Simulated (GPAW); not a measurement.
Band structure of GaCuSeS (I2_12_12_1, 8 atoms in the cell).

```yaml
crystal:
  lattice:
    - [-2.73550, 2.73909, 5.43389]
    - [2.73550, -2.73909, 5.43389]
    - [2.73550, 2.73909, -5.43389]
  atoms:
    - { symbol: Ga, position: [0.13037, 0.88037, 0.25000] }
    - { symbol: Ga, position: [0.36963, 0.61963, 0.75000] }
    - { symbol: Cu, position: [0.63620, 0.38620, 0.25000] }
    - { symbol: Cu, position: [0.86380, 0.11380, 0.75000] }
    - { symbol: Se, position: [0.25000, 0.49201, 0.24201] }
    - { symbol: Se, position: [0.75000, 0.00799, 0.25799] }
    - { symbol: S, position: [0.49942, 0.25000, 0.74942] }
    - { symbol: S, position: [0.00058, 0.75000, 0.75058] }
```

Method of the run: PBEsol, GPAW PAW datasets PBEsol (made by gpaw-setup) (plane waves; GPAW).

Settings: mode = pw; ecut = 800 eV; xc = PBEsol; kpts = 3 3 3; mesh shift (steps) = 0 0 0; occupations.name = fermi-dirac; occupations.width = 0.02 eV; nbands = -4; convergence.bands = -2; symmetry.symmorphic = false; symmetry.tolerance = 0.0005; maxiter = 120; bandpath_npoints = 40.

The starting cell comes from a database of computed structures (which also holds hypothetical and non-ambient phases and stackings), without a prior relaxation at this level.

### Question
Predict the gap along the standard path and the places of the band edges.

### Answer
The gap along the path is 0.38 eV, direct at Γ to within 0.01 eV.

Levels in eV from the top of the valence band on the SCF mesh, bands 23 to 30:
```json
[
 {"point": "Γ", "23": "-1.55", "24": "-0.12", "25": "-0.07", "26": "0.00", "27": "0.38", "28": "1.97", "29": "2.33", "30": "4.03"},
 {"point": "X", "23": "-1.35", "24": "-1.16", "25": "-0.67", "26": "-0.62", "27": "2.05", "28": "2.56", "29": "2.57", "30": "3.43"},
 {"point": "L", "23": "-0.93", "24": "-0.76", "25": "-0.70", "26": "-0.55", "27": "1.55", "28": "1.60", "29": "3.84", "30": "3.96"},
 {"point": "T", "23": "-0.86", "24": "-0.68", "25": "-0.60", "26": "-0.33", "27": "1.27", "28": "1.35", "29": "3.38", "30": "3.72"},
 {"point": "W", "23": "-0.89", "24": "-0.89", "25": "-0.55", "26": "-0.55", "27": "1.70", "28": "1.70", "29": "3.29", "30": "3.29"},
 {"point": "R", "23": "-1.32", "24": "-1.25", "25": "-0.96", "26": "-0.58", "27": "2.29", "28": "2.68", "29": "3.30", "30": "4.05"},
 {"point": "X1", "23": "-1.35", "24": "-1.16", "25": "-0.67", "26": "-0.62", "27": "2.05", "28": "2.56", "29": "2.57", "30": "3.43"},
 {"point": "Z", "23": "-1.18", "24": "-1.10", "25": "-1.09", "26": "-0.65", "27": "1.72", "28": "1.91", "29": "1.96", "30": "2.17"},
 {"point": "Y", "23": "-1.50", "24": "-1.11", "25": "-0.80", "26": "-0.45", "27": "2.09", "28": "2.44", "29": "2.46", "30": "3.65"},
 {"point": "S", "23": "-1.32", "24": "-1.22", "25": "-1.07", "26": "-0.48", "27": "2.26", "28": "2.63", "29": "3.27", "30": "4.08"},
 {"point": "L1", "23": "-0.93", "24": "-0.76", "25": "-0.70", "26": "-0.55", "27": "1.55", "28": "1.60", "29": "3.84", "30": "3.96"}
]
```
